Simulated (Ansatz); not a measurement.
Consider Ge in the diamond structure (space group Fd-3m, No. 227; a = 5.676 Å).

Now apply this change: a hydrostatic pressure of 1.5 GPa.

Levels (all Ansatz, an electronic-structure program, PAW): PBEsol (420 eV, scalar-relativistic without spin-orbit coupling); r2SCAN (500 eV, no spin-orbit coupling); HSE06 (420 eV, no spin-orbit coupling).

At the geometry relaxed with PBEsol, these levels gave the following band gaps, in shuffled order: (a) 0.85 eV, (b) 0.51 eV, (c) 0.09 eV.

Q: Match each gap to its level.

A: (a) HSE06; (b) r2SCAN; (c) PBEsol.

Single points use the geometry relaxed with PBEsol. Load acts through the strain it causes; cell and atoms are relaxed under it. Whether these cells are dynamically stable was not tested. A zero or small gap of Ge can be the functional's error rather than a property of the material.
